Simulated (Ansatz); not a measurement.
The parent structure is CuI in the zinc blende structure (space group F-43m, No. 216; a = 6.023 Å). Axes: x, y, z lie along the cube axes.

Structures relaxed with r2SCAN/PAW in Ansatz (a program for electronic structure), no spin-orbit coupling.

Base:

Simulated powder pattern, Cu Kα1, λ = 1.54056 Å (kinematic, ideal powder, no thermal factors, no anomalous dispersion; the 14 strongest lines at most, above 2 %, up to 2θ = 90°):

| 2θ (°) | I/Imax (%) | hkl |
|---|---|---|
| 25.60 | 100 | (111) |
| 29.64 | 7.8 | (200) |
| 42.41 | 70 | (220) |
| 50.20 | 46 | (311) |
| 52.59 | 2.1 | (222) |
| 61.54 | 11 | (400) |
| 67.76 | 18 | (331) |
| 69.77 | 3.0 | (420) |
| 77.59 | 23 | (422) |
| 83.29 | 14 | (511) |

After one change:

Simulated powder pattern, Cu Kα1, λ = 1.54056 Å (kinematic, ideal powder, no thermal factors, no anomalous dispersion; the 14 strongest lines at most, above 2 %, up to 2θ = 90°):

```
2θ (°)  I/Imax (%)
------  ----------
25.10           96
26.13          100
29.68           10
41.13           25
42.44           91
43.78           21
49.38           34
49.92           19
50.50           12
51.12           27
61.63           15
68.53           14
75.86           16
79.51           14
```

Problem. Which change produced these results?
(A) biaxial strain −0.65 %, plane normal [111], relaxed out of plane
(B) strain tensor (xx, yy, zz, yz, xz, xy) = (−0.42, −1.94, −0.75, +0.57, −1.03, +1.57) %
(C) tensor shear ε_xy = −2.97 %
(D) biaxial strain +4.03 %, plane normal [110], relaxed out of plane

Solution. C, tensor shear ε_xy = −2.97 %. Its volume per atom is 27.29 Å³ against 27.31 Å³, and its space group is Imm2 (No. 44).

A biaxial case was relaxed in a doubled cell and then solved in the primitive one. Stability against distortions was not tested. All final runs are without spin polarisation.
